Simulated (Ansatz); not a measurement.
# Converging the k-point mesh: WSe2 (P3m1, 6 atoms in the cell)

```yaml
crystal:
  lattice:
    - [1.64820, -2.85477, 0.00000]
    - [1.64820, 2.85477, 0.00000]
    - [0.00000, 0.00000, 13.02480]
  atoms:
    - { symbol: W, position: [0.33333, 0.66667, 0.25384] }
    - { symbol: W, position: [0.66667, 0.33333, 0.75000] }
    - { symbol: Se, position: [0.33333, 0.66667, 0.87900] }
    - { symbol: Se, position: [0.66667, 0.33333, 0.37900] }
    - { symbol: Se, position: [0.66667, 0.33333, 0.12100] }
    - { symbol: Se, position: [0.33333, 0.66667, 0.62100] }
```

Method: PBEsol, default PAW files made with PBE (plane waves; Ansatz, a quantum-chemistry and plane-wave program).

Base settings: basis.ecutwfc = 420 eV; kpoints.mp_grid.grid = 9 9 2; hamiltonian.xc = pbesol; hamiltonian.pseudopotentials = {kind: paw} (the program's default PAW files); scf.occupations.method = fermi_dirac; scf.occupations.width = 0.05 eV.

The second cell is the first with its lattice scaled by 0.98.

Only quantities that move along the ladder and can be compared are tabulated.

The count of work is k-points × plane waves × bands × iterations; it is no time. Core times come from one kind of shared machine, to one figure; runs under 30 s give none.

The starting cell has typed, rounded lattice constants, without a prior relaxation at this level. Its lattice was rescaled by up to half a per cent. One atom was moved a little off its site on purpose. In the base run, forces exceed 1 eV/Å. Ansatz's pressure includes its estimate of the finite-basis (Pulay) stress.

Steps (kpoints.mp_grid.grid): 2 2 1; 3 3 1; 4 4 1; 5 5 1; 6 6 2; 7 7 2; 8 8 2; 9 9 2; 10 10 3; 11 11 3; 12 12 3; 13 13 3; 15 15 4; 16 16 4; 18 18 4; 20 20 5; 22 22 5; 25 25 6.

### Question
What is the coarsest kpoints.mp_grid.grid that holds the free energy within 1 meV/atom of the last step, with all finer ones?

### Answer
6 6 2, at 0.038 of the last step's count of work; the step before is off by 7.7 meV/atom.

### Question
What is the coarsest kpoints.mp_grid.grid that holds the pressure within 1 GPa of the last step, with all finer ones?

### Answer
3 3 1, at 0.0093 of the last step's count of work; the step before is off by 2.6 GPa.

### Question
What is the coarsest kpoints.mp_grid.grid that holds the forces within 0.01 eV/Å of the last step, with all finer ones?

### Answer
6 6 2, at 0.038 of the last step's count of work; the step before is off by 0.042 eV/Å.

```csv
kpoints.mp_grid.grid,free energy less the last step's (meV/atom),energy of the compressed cell less the first (meV/atom),pressure (GPa),largest difference of a force vector from the last step's (eV/Å),count of work / last,core time / last (rough)
2 2 1,371.28,36.91,0.34,0.313,0.0062,–
3 3 1,20.77,17.20,-2.10,0.307,0.0093,–
4 4 1,-8.91,14.69,-2.41,0.095,0.012,–
5 5 1,7.69,17.33,-2.10,0.042,0.014,–
6 6 2,0.54,15.81,-2.28,0.004,0.038,–
7 7 2,-0.22,15.79,-2.28,0.001,0.044,–
8 8 2,0.13,15.85,-2.28,0.001,0.055,–
9 9 2,0.11,15.83,-2.28,0.000,0.066,–
10 10 3,-0.01,15.80,-2.28,0.000,0.099,–
11 11 3,0.01,15.80,-2.28,0.000,0.12,–
12 12 3,0.00,15.80,-2.28,0.000,0.14,–
13 13 3,0.00,15.80,-2.28,0.000,0.15,–
15 15 4,0.00,15.80,-2.28,0.000,0.27,0.3
16 16 4,0.00,15.80,-2.28,0.000,0.30,0.2
18 18 4,0.00,15.80,-2.28,0.000,0.38,0.4
20 20 5,0.00,15.80,-2.28,0.000,0.54,0.6
22 22 5,0.00,15.80,-2.28,0.000,0.65,0.8
25 25 6,0.00,15.80,-2.28,0.000,1.0,1
```

Keys are those of Ansatz 0.2.
